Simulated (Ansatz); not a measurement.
A zone-centre phonon calculation of Ba2RuN2 (I4/mmm, 5 atoms in the cell) with Ansatz (a quantum-chemistry and plane-wave program).

Method of the run: LDA (PW92), PAW files made with PBE (plane waves; Ansatz).

```yaml
crystal:
  lattice:
    - [-2.09981, 2.09981, 6.60856]
    - [2.09981, -2.09981, 6.60856]
    - [2.09981, 2.09981, -6.60856]
  atoms:
    - { symbol: Ba, position: [0.13901, 0.13901, 0.00000] }
    - { symbol: Ba, position: [0.86099, 0.86099, 0.00000] }
    - { symbol: Ru, position: [0.50000, 0.50000, 0.00000] }
    - { symbol: N, position: [0.63796, 0.63796, 0.00000] }
    - { symbol: N, position: [0.36204, 0.36204, 0.00000] }
```

Reference input (self-consistent single point, DFT, LDA (PW92), plane waves, PAW files made with PBE): kpoints.mp_grid.grid = 6 6 6; hamiltonian.xc = lda; hamiltonian.pseudopotentials = {kind: paw} (the program's default PAW files); scf.occupations.method = fermi_dirac; scf.occupations.width = 0.0037 Ry. This run's input differs from it in these lines:

```diff
@@ -23,6 +23,4 @@
     width: 0.0037 Ry
-output:
-  forces: true
-  eigenvalues: true
-  stress: true
+phonons:
+  method: dfpt
```

Output, abridged:

```
SCF iter   1: F=—  HF=-18077.697810 eV  |F-HF|=—  |Δ(HF+E_count)|=         —  Δρ=1.85e-1  dr2=9.66e1  ethr=3.10e-3  ⟨swp⟩=7.3  Hψ=6263  notcnv=0
all-band conjugate gradients solve this SCF's bands
preconditioner: auto → Kerker (q_TF=auto, 2.337 Å⁻¹)
SCF iter   2: F=—  HF=-18068.433947 eV  |F-HF|=—  |Δ(HF+E_count)|=    9.26e0  Δρ=5.57e-2  dr2=5.08e0  ethr=3.10e-3  ⟨swp⟩=3.9  Hψ=3671  notcnv=0
   [... lines left out ...]
SCF iter  11: F=—  HF=-18067.501653 eV  |F-HF|=—  |Δ(HF+E_count)|=  2.55e-11  Δρ=2.17e-7  dr2=6.06e-11  ethr=2.46e-12  ⟨swp⟩=2.1  Hψ=2366  notcnv=0
SCF iter  12: F=-18067.501653 eV  HF=-18067.501653 eV  |F-HF|=3.64e-12  |Δ(HF+E_count)|=  3.64e-12  Δρ=3.77e-8  dr2=2.16e-12  ethr=1.00e-12  ⟨swp⟩=6.4  Hψ=6007  notcnv=0
the search or the solves at the SCF's close seem to have found levels that the self-consistency loop had missed (the run counts 1) …
SCF 1 converged in 12 iterations: F = -18067.501653 eV  dr2 = 2.16e-12
DFPT response loops at Γ: preconditioner auto → Kerker (q_TF=auto, 2.337 Å⁻¹) (partly filled bands, converged f_vac=0.005) …
Free energy (F): -18067.501653 eV
Internal energy: -18067.496084 eV  (E = F + TS)
E sigma→0 (E₀):  -18067.498869 eV
Entropy (-TS):   -0.005568 eV (-1.114 meV/atom)
Fermi energy:    9.699250 eV
--- Phonons (Γ-DFPT): 6 representative perturbations + reference, on 46 of 216 k-points (Σ response iterations 20) ---
  k mesh reduced under 4 symmetry operations, with k and −k counted as one. Each operation leaves every solved displacement unchanged or reverses it
  ASR residual: 3.882e-5 → 0.000e0 eV/Å²; symmetrization residual: 2.648e-6 eV/Å²
  ASR residual per site (eV/Å²): 9.17e-6 9.17e-6 3.88e-5 9.93e-6 9.93e-6
  Γ frequencies (cm⁻¹): 0.00 0.00 0.00 59.95 59.95 86.53 86.53 100.02 115.81 146.06 146.06 169.55 169.55 635.95 775.95
  non-analytic LO–TO correction: not included (Born effective charges unavailable; polar crystals: no LO–TO splitting at Γ)
```

The run converged in 12 iterations. 

Summary of the result:
| Quantity | Result |
|---|---|
| Free energy E − TS (on the zero of these files) | -18067.5017 eV |
| Zone-centre frequencies (cm⁻¹; negative means imaginary) | 0, 0, 0, 60, 60, 87, 87, 100, 116, 146, 146, 170, 170, 636, 776 |

The starting cell comes from a database of computed structures (which also holds hypothetical and non-ambient phases and stackings), without a prior relaxation at this level. Spin polarisation is off.

Cost on one core of a shared machine: roughly 90 s.

Keys are those of Ansatz 0.2.
